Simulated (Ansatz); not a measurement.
The starting structures come from a database of crystals and need not be the phases stable at ambient conditions.

# Evanescent states of ZnCdS₂ (P3m1, not sure to be the ambient phase, 4 atoms a cell, 23.1 Å³ an atom, -3 GPa at this level) along the normal of (001)

Level of theory: PBEsol (plane waves, PAW; Ansatz, a program for electronic structure).

The gap is the functional's own, uncorrected, and κ follows it; spin-orbit coupling is left out. Mid-gap values are interpolated between the computed energies.

Energies count from the valence-band top; κ is the least over a 12×12 mesh across the current.

| E (eV) | κ (1/Å) | where |
|---|---|---|
| 0.04 | 0.082 | Γ |
| 0.10 | 0.089 | Γ |
| 0.17 | 0.095 | Γ |
| 0.24 | 0.100 | Γ |
| 0.32 | ___ | Γ |
| 0.39 | ___ | Γ |
| 0.46 | ___ | Γ |
| 0.53 | ___ | Γ |
| 0.59 | ___ | Γ |
| 0.67 | ___ | Γ |
| 0.73 | ___ | Γ |
| 0.81 | 0.095 | Γ |
| 0.88 | ___ | Γ |
| 0.94 | 0.080 | Γ |
| 1.01 | 0.069 | Γ |
| 1.08 | 0.054 | Γ |
| 1.16 | 0.029 | Γ |

What belongs in the gaps?


- 0.32, κ (1/Å): 0.103
- 0.39, κ (1/Å): 0.105
- 0.46, κ (1/Å): 0.106
- 0.53, κ (1/Å): 0.106
- 0.59, κ (1/Å): 0.105
- 0.67, κ (1/Å): 0.103
- 0.73, κ (1/Å): 0.099
- 0.88, κ (1/Å): 0.088
